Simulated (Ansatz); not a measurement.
**SnTe (model structure, started from the WC type, P-6m2, No. 187, 2 atoms in the cell): enthalpy of formation by level of theory**

No measured value is used here.

```tsv
level (code)	value (eV/atom)
PBE (Ansatz)	-0.179
PBEsol (Ansatz)	?
PBE-D3(BJ) (Ansatz)	-0.159
r²SCAN (Ansatz)	-0.173
```

Problem. Complete the blanks.

Solution. 
- PBEsol (Ansatz, a quantum-chemistry and plane-wave program), value (eV/atom): -0.153

Density-functional levels without +SOC have no spin–orbit coupling, which shifts binding energies of heavy elements. PBE-D3(BJ): a distance lies near a switch of the dispersion term, which can move the cell. Each level is taken at its own relaxed cell. Ansatz's density-functional and Hartree–Fock values are scalar-relativistic unless marked +SOC, with PAW data made under PBE.

A model structure was made by putting elements into a prototype or built by hand; it is no filed structure, need not be a known phase, and can be a saddle point held by its symmetry.
